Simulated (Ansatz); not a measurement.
The reference is AlN in the wurtzite structure (space group P6_3mc, No. 186; a = 3.0888 Å, c = 4.9433 Å).

Computed with Ansatz (an electronic-structure program), LDA, PAW, cutoff 420 eV, no SOC.

Base values:

The electron mass comes out as 0.32 mₑ (at Γ) and the valence-band top at Γ is 0.00, -0.23, -0.23 eV.

Modification: the cell is scaled by 0.9700 in all directions, atoms relaxed at fixed cell.

Task: How does this affect the electron mass and valence-band top at Γ?

Result: The electron mass becomes 0.37 mₑ along c, 0.60 mₑ across (at K) (base: 0.32 mₑ (at Γ)); the valence-band top at Γ (three highest levels, from the VBM) changes from 0.00, -0.23, -0.23 eV to 0.00, -0.26, -0.26 eV.

The levels and masses belong to the bands next to the band gap. The cells carry an imposed strain or load. Effective masses come from finite differences of ±0.01 Å⁻¹. Whether these cells are dynamically stable was not tested.
